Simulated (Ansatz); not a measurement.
Consider the following.

```
Si
1.0
    0.00000     2.77765     2.77765
    2.77765     0.00000     2.77765
    2.77765     2.77765     0.00000
Si
2
Direct
  0.00000   0.00000   0.00000
  0.25000   0.25000   0.25000
```

Calculation: PBE with spin-orbit coupling, rigid bands (plane waves, PAW; Ansatz, a first-principles code). Condition of this run: hydrostatic pressure of -5.4 GPa (compression positive) (the target of the relaxation). How the cell was made: cell and atoms relaxed with PBEsol, then loaded as said.

Question: Predict the hole conductivity mass (n e² τ/σ) at 300 K, by direction if it differs.

Answer: 0.37 mₑ.

Question: What conductivity effective mass do dilute electrons have at 300 K?

Answer: 0.29 mₑ.

Question: And the band gap?

Answer: 0.67 eV at this level; semilocal functionals usually fall short of the measured gap.

Rigid bands, one relaxation time for all states, no polarons. Geometry: cell and atoms relaxed with PBEsol.
